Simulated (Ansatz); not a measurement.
Base system: ZnSiP2 in the chalcopyrite structure (space group I-42d, No. 122).

```xyz
8
Lattice="-2.6532 2.6532 5.1899 2.6532 -2.6532 5.1899 2.6532 2.6532 -5.1899" Properties=species:S:1:pos:R:3 pbc="T T T"
Zn     0.0000     0.0000     0.0000
Zn     0.0000     2.6532     2.5949
Si     0.0000     0.0000     5.1899
Si     2.6532     0.0000     2.5949
P      1.2580     1.3266     6.4874
P      1.3266    -1.2580     3.8924
P      1.3952     1.3266     1.2975
P      1.3266     3.9112    -1.2975
```

Cartesian axes are those of the cell as printed.

Level of theory: LDA (Ansatz, an electronic-structure program), scalar-relativistic without spin-orbit coupling.

Strains are applied to the cell and any free atomic positions relax; under biaxial strain the out-of-plane vector relaxes too.

One change was made to it. Results:

The valence-band top at Γ (three highest levels, from the VBM) changes from 0.00, -0.11, -0.11 eV to 0.00, 0.00, -0.11 eV; the pressure (mean of the normal stresses, compression positive) goes from zero to 24.6 kbar.

### Question
Name the change that was made.
A. biaxial strain −0.75 %, plane normal [001], relaxed out of plane
B. biaxial strain −2.25 %, plane normal [001], relaxed out of plane
C. biaxial strain −1.50 %, plane normal [001], relaxed out of plane
D. biaxial strain −3.00 %, plane normal [001], relaxed out of plane

### Answer
B, biaxial strain −2.25 %, plane normal [001], relaxed out of plane. For comparison, the valence-band top at Γ in the other runs: biaxial strain −0.75 %, plane normal [001], relaxed out of plane gives 0.00, -0.04, -0.04 eV; biaxial strain −1.50 %, plane normal [001], relaxed out of plane gives 0.00, 0.00, -0.03 eV; biaxial strain −3.00 %, plane normal [001], relaxed out of plane gives 0.00, 0.00, -0.20 eV.

The levels and masses belong to the bands next to the band gap. Stability against distortions was not tested.
